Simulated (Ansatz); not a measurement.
Ansatz (a program for electronic structure) run on GaSb (F-43m, 2 atoms in the cell): self-consistent single point.

Method: PBE, PAW files (plane waves; Ansatz).

The change in words: lattice scaled by 0.98. Reference geometry:
```yaml
crystal:
  lattice:
    - [0.00000, 3.05000, 3.05000]
    - [3.05000, 0.00000, 3.05000]
    - [3.05000, 3.05000, 0.00000]
  atoms:
    - { symbol: Ga, position: [0.00000, 0.00000, 0.00000] }
    - { symbol: Sb, position: [0.25000, 0.25000, 0.25000] }
```

Reference input (self-consistent single point, DFT, PBE, plane waves, PAW files): kpoints.mp_grid.grid = 8 8 8; hamiltonian.xc = pbe; hamiltonian.pseudopotentials = {kind: paw} (an earlier, softer set of the program's PAW files); scf.occupations.method = fermi_dirac; scf.occupations.width = 0.01 eV. This run's input differs from it in these lines:

```diff
@@ -2,5 +2,5 @@
   lattice:
-    - [0.000000, 3.050000, 3.050000]
-    - [3.050000, 0.000000, 3.050000]
-    - [3.050000, 3.050000, 0.000000]
+    - [0.000000, 2.989000, 2.989000]
+    - [2.989000, 0.000000, 2.989000]
+    - [2.989000, 2.989000, 0.000000]
   atoms:
```

The program printed (abridged):

```
SCF iter   1: F=—  HF=-10267.850263 eV  |F-HF|=—  |Δ(HF+E_count)|=         —  Δρ=3.42e-2  dr2=4.41e-1  ethr=3.10e-3  ⟨swp⟩=6.1  Hψ=2822  notcnv=0
all-band conjugate gradients solve this SCF's bands
preconditioner: auto → none
SCF iter   2: F=—  HF=-10267.798893 eV  |F-HF|=—  |Δ(HF+E_count)|=   5.14e-2  Δρ=1.56e-2  dr2=7.74e-2  ethr=1.57e-3  ⟨swp⟩=2.0  Hψ=871  notcnv=0
SCF iter   3: F=—  HF=-10267.806444 eV  |F-HF|=—  |Δ(HF+E_count)|=   7.55e-3  Δρ=6.03e-3  dr2=1.61e-2  ethr=2.76e-4  ⟨swp⟩=2.0  Hψ=900  notcnv=0
SCF iter   4: F=—  HF=-10267.798339 eV  |F-HF|=—  |Δ(HF+E_count)|=   8.11e-3  Δρ=9.96e-4  dr2=2.33e-4  ethr=5.74e-5  ⟨swp⟩=3.0  Hψ=1007  notcnv=0
SCF iter   5: F=—  HF=-10267.798395 eV  |F-HF|=—  |Δ(HF+E_count)|=   5.65e-5  Δρ=3.43e-4  dr2=2.27e-5  ethr=8.32e-7  ⟨swp⟩=2.0  Hψ=899  notcnv=0
SCF iter   6: F=—  HF=-10267.798410 eV  |F-HF|=—  |Δ(HF+E_count)|=   1.51e-5  Δρ=3.81e-5  dr2=4.91e-7  ethr=8.12e-8  ⟨swp⟩=2.3  Hψ=939  notcnv=0
SCF iter   7: F=-10267.798410 eV  HF=-10267.798410 eV  |F-HF|=4.84e-8  |Δ(HF+E_count)|=   2.96e-8  Δρ=9.44e-6  dr2=4.32e-8  ethr=3.57e-10  ⟨swp⟩=6.9  Hψ=2780  notcnv=0
SCF 1 converged in 7 iterations: F = -10267.798410 eV  dr2 = 4.32e-8
Free energy (F): -10267.798410 eV
Internal energy: -10267.798410 eV  (E = F + TS)
E sigma→0 (E₀):  -10267.798410 eV
Fermi energy:    9.044371 eV
--- Forces (eV/Å), atoms counted from 1 ---
  atom   1  Ga    -0.00000000     0.00000000    -0.00000000
  atom   2  Sb    -0.00000000     0.00000000     0.00000000
--- Stress (GPa, compression-positive) ---
        6.840544       0.000000       0.000000
       -0.000000       6.840544       0.000000
       -0.000000       0.000000       6.840544
  P = ⅓ Tr σ = 6.8405 GPa (68.405 kbar)
  The stress holds the Pulay correction. Without it, at fixed plane waves, as pw.x and ABINIT print it: P = 6.8170 GPa
```

The run converged in 7 iterations. Against the reference run the free energy goes up by 49.1 meV/atom, the pressure goes from 2.80 to 6.84 GPa and the gap on the mesh goes from 0.101 to 0.545 eV.

The starting cell has typed, rounded lattice constants, without a prior relaxation at this level. For this run, on top of that: lattice scaled by 0.98. Spin-orbit coupling is off. With a pressure of about 7 GPa the cell is away from its equilibrium volume at this level. Ansatz's pressure includes its estimate of the finite-basis (Pulay) stress.

Keys are those of Ansatz 0.2.
